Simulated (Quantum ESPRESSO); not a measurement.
## Convergence series on C (Fd-3m, 2 atoms in the cell)

```
C
1.0
   -1.75865     0.00000     1.75865
    0.00000     1.75865     1.75865
   -1.75865     1.75865     0.00000
C
2
Cartesian
 -1.75865   1.75865   1.75865
 -2.63798   2.63798   2.63798
```

Level of theory: PBE, SSSP 1.1.2 efficiency (PBE) pseudopotentials (plane waves; Quantum ESPRESSO).

The starting cell comes from a database of computed structures (which also holds hypothetical and non-ambient phases and stackings), without a prior relaxation at this level. Its lattice was rescaled by a random factor within 2.5 % of one. In the base run, with a pressure of about 22 GPa the cell is away from its equilibrium volume at this level.

Held fixed: occupations = fixed; potentials = {C: C.pbe-n-kjpaw_psl.1.0.0.UPF}; K_POINTS = automatic 16 16 16 0 0 0; nbnd = 10; conv_thr = 1e-10 Ry. Moved along with it: ecutrho.

ΔF is the free energy per atom less that of the last row (90 Ry).

```
ecutwfc  ΔF (meV/atom)  pressure (GPa)  gap on the mesh (eV)  plane waves  iterations
-------  -------------  --------------  --------------------  -----------  ----------
18 Ry           1366.4          -55.21                 4.081          113           6
22 Ry            560.4          -22.10                 4.107          138           6
27 Ry            226.7           -1.69                 4.201          190           6
31 Ry            100.0            9.08                 4.163          222           6
36 Ry             26.6           18.11                 4.236          290           6
40 Ry             11.2           21.10                 4.242          332           6
45 Ry              7.6           22.05                 4.242          388           6
52 Ry              6.4           22.02                 4.241          483           6
58 Ry              4.5           21.92                 4.241          568           6
68 Ry             1.48           22.07                 4.241          725           7
79 Ry             0.27           22.26                 4.242          893           7
90 Ry             0.00           22.30                 4.242         1072           7
```

Gap on the mesh within 0.01 eV of the last row: from ecutwfc = 36 Ry on; the one before it is off by 0.079 eV. The value it settles on is 4.242 eV at this level of theory and with the other settings as held.

Pressure within 1 GPa of the last row: from ecutwfc = 45 Ry on; the one before it is off by 1.2 GPa. The value it settles on is 22.3 GPa at this level of theory and with the other settings as held.

The gap is read on the k-point mesh of the run and can differ from the gap over the whole zone at this level.
